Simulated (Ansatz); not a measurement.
For zinc-blende PbTe (model structure), PBE in Ansatz (PAW) gives:

```
Property                    Result
------------------  --------------
lattice constant a         7.334 Å
formation enthalpy  -0.218 eV/atom
```

Task: What does r²SCAN (PAW; Ansatz, a quantum-chemistry and plane-wave program) give for the same quantities?

Result: 
- lattice constant a: 7.284 Å (drops by 0.7 %)
- formation enthalpy: -0.256 eV/atom (moves by -0.038 eV/atom)

Changes are worked out from the printed values.

Unless a cell is named, each level is at its own relaxed cell (PBE 49.32, r²SCAN 48.31 Å³/atom).

Levels without +SOC leave out spin–orbit coupling, which shifts energies and cells of such heavy elements.

Ansatz's density-functional and Hartree–Fock values are scalar-relativistic unless marked +SOC, with PAW data made under PBE.

A model structure was made by putting elements into a prototype or built by hand; it is no filed structure, need not be a known phase, and can be a saddle point held by its symmetry.
